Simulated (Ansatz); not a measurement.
The starting structures come from a database of crystals and need not be the phases stable at ambient conditions.

The decay constant κ of evanescent states in the gap governs leakage through a thin film.

```
CuRb2VS4
1.0
    5.43170     0.00000     0.00000
   -2.71585     6.70288     0.00000
    2.71585     0.00000    11.78971
Rb V Cu S
4 2 2 8
Cartesian
  4.07377   3.35144   1.69795
  4.07378   3.35144  10.09176
  2.71585   0.00000   4.19690
  5.43170   0.00000   7.59281
  4.07378   3.35144   5.89485
  5.43170   0.00000  11.78971
  0.00000   0.00000   0.00000
  1.35792   3.35144   5.89485
  1.25852   5.44743   1.24264
  1.45733   1.25545   1.24264
  6.69022   1.25545  10.54707
  1.45733   5.44743  10.54707
  2.81525   4.60689   4.65222
  5.33230   2.09599   4.65222
  2.81525   2.09599   7.13749
 -0.09940   4.60689   7.13749
```

Space group of this cell: Fddd. The cell is taken as given; by PBEsol its mean pressure is -1.1 GPa.

Transport runs along the normal of the first two printed cell vectors.

The gap is the functional's own. No spin-orbit coupling. Mid-gap values are interpolated on the energy grid.

**Question.** Estimate the band gap and the smallest decay constant κ at mid-gap that PBEsol run with Ansatz (a first-principles code) returns for this system.

**Answer.** Gap 1.24 eV on a 6×6×6 mesh; κ = 0.431 1/Å, at the zone centre.
